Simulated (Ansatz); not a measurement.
A constructed model of the (111)A surface of 3C silicon carbide, Si-terminated, (√3x√3)R30° In adatom at H3 (bottom of the slab: 3 H on 3 bottom sites)

Computed with r2SCAN, at the PBE geometry (plane waves to 500 eV, PAW; Ansatz, a first-principles code).

Model: 28-atom slab, 11.3 Å thick at the start with caps and adatoms (thin: gaps and levels are the slab's own), 6x6x1 mesh, Fermi-Dirac 0.025 eV, dipole correction, single point; on the structure that PBE left under its start's symmetry; no spin, no spin-orbit, no U. In PBE it lies 0.13 eV a 1x1 cell over the lowest computed structure of the same composition ((√3x√3)R30° In adatom at T4).

```
Item                                                                     Value
-----------------------------------------------  -----------------------------
gap of the slab on its k-mesh                                          1.10 eV
highest filled level below the top vacuum level                        4.23 eV
cost                                             very roughly 2.2 core-minutes
```
